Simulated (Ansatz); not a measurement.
Consider Zr in the hcp (Mg type) structure (space group P6_3/mmc, No. 194; a = 3.2443 Å, c = 5.1580 Å; relaxed with 0.1 eV smearing).

Structures relaxed with r2SCAN/PAW in Ansatz (a program for electronic structure), scalar-relativistic without spin-orbit coupling.

Base:

Simulated powder pattern, Co Kα, λ = 1.79026 Å (kinematic, ideal powder, no thermal factors, no anomalous dispersion; the 14 strongest lines at most, above 2 %, up to 2θ = 90°):

| 2θ (°) | I/Imax (%) | hkl |
|---|---|---|
| 37.16 | 24 | (100) |
| 40.62 | 25 | (002) |
| 42.54 | 100 | (101) |
| 56.22 | 15 | (102) |
| 66.98 | 18 | (110) |
| 75.23 | 19 | (103) |
| 79.16 | 2.8 | (200) |
| 81.37 | 21 | (112) |
| 82.66 | 15 | (201) |
| 87.92 | 3.0 | (004) |

After one change:

Simulated powder pattern, Co Kα, λ = 1.79026 Å (kinematic, ideal powder, no thermal factors, no anomalous dispersion; the 14 strongest lines at most, above 2 %, up to 2θ = 90°):

| 2θ (°) | I/Imax (%) |
|---|---|
| 36.40 | 24 |
| 39.79 | 25 |
| 41.67 | 100 |
| 55.02 | 15 |
| 65.50 | 18 |
| 73.51 | 19 |
| 77.32 | 2.8 |
| 79.45 | 21 |
| 80.70 | 15 |
| 85.77 | 3.0 |

Problem. Name the change that was made.
A. isotropic strain +1.00 %
B. isotropic strain +3.00 %
C. isotropic strain +1.50 %
D. isotropic strain +2.00 %

Solution. D, isotropic strain +2.00 %. Its volume per atom is 24.95 Å³ against 23.51 Å³, and its space group is P6_3/mmc (No. 194).

No phonon test of stability was made. All final runs are without spin polarisation.
